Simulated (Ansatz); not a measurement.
## PbSe under a change: biaxial strain +2.08 %, plane normal [111], relaxed out of plane

Start from PbSe in the rock salt structure (space group Fm-3m, No. 225; a = 6.0408 Å). Axes: x, y, z lie along the cube axes.

It is then changed as follows: biaxial strain +2.08 %, plane normal [111], relaxed out of plane (Cartesian); in-plane vectors clamped, the third vector and the atoms free.

Computed with DFT with LDA, PAW potentials and a 420 eV plane-wave cutoff in Ansatz (a first-principles code), scalar-relativistic without spin-orbit coupling. Settings: 10×10×10 k-points, 0.05 eV Fermi–Dirac smearing.

```json
[
 {"quantity": "volume per atom", "base": "27.55 Å³", "changed": "28.03 Å³", "shift": "+0.48 Å³"},
 {"quantity": "space group", "base": "Fm-3m (No. 225)", "changed": "R-3m (No. 166)", "shift": "–"},
 {"quantity": "energy relative to the base (free energy F)", "base": "0 meV/atom", "changed": "+5.4 meV/atom", "shift": "+5.4 meV/atom"},
 {"quantity": "pressure (mean of the normal stresses, compression positive)", "base": "0.0 GPa", "changed": "-1.0 GPa", "shift": "-1.0 GPa"},
 {"quantity": "band gap", "base": "zero", "changed": "zero", "shift": "–"},
 {"quantity": "out-of-plane strain (rough)", "base": "–", "changed": "-2.38 %", "shift": "–"},
 {"quantity": "mean in-plane stress (compression positive) (rough)", "base": "–", "changed": "-1.5 GPa", "shift": "–"}
]
```

A case with no gap was solved on a k-mesh chosen for an insulator, which is coarse for it. Without a gap, meshes like the base's 10×10×10 leave anisotropic stresses uncertain by several tenths of a GPa, and small strain energies with them. With Pb present, leaving out spin-orbit coupling can change the band edges. Whether these cells are dynamically stable was not tested. All final runs are without spin polarisation. Gaps under 0.05 eV, about the width of the smearing, are given as zero. A zero or small gap of PbSe can be the functional's error rather than a property of the material.
